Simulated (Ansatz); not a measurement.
## Co4N, response to strain

Start from Co4N (space group Pm-3m, No. 221; a = 3.670 Å; ferromagnetic; a cell from a computed database, its experimental status unchecked). Axes: x, y, z lie along the cube axes.

Strains are applied to the cell and any free atomic positions relax; under biaxial strain the out-of-plane vector relaxes too.

The values are results of plane-wave PAW DFT at the PBEsol level (Ansatz, a program for electronic structure, 420 eV), no spin-orbit coupling, not measurements.

Notes on the quantities. energy relative to the base: free energy F; pressure: mean of the normal stresses, compression positive.

```csv
case,shortest interatomic distance,energy relative to the base,pressure
base,1.835 Å,0 meV/atom,0.0 GPa
"biaxial strain +1.63 %, plane normal [001], relaxed out of plane",1.817 Å,+8.0 meV/atom,-5.1 GPa
uniaxial strain ε_zz = +4.43 %,1.835 Å,+25 meV/atom,-9.4 GPa
tensor shear ε_yz = +1.70 %,1.835 Å,+3.2 meV/atom,0.2 GPa
```

Other magnetic orders, which the real material may have, were not ruled out. Without a gap, meshes like the base's 13×13×13 leave anisotropic stresses uncertain by several tenths of a GPa, and small strain energies with them. Stability against distortions was not tested.
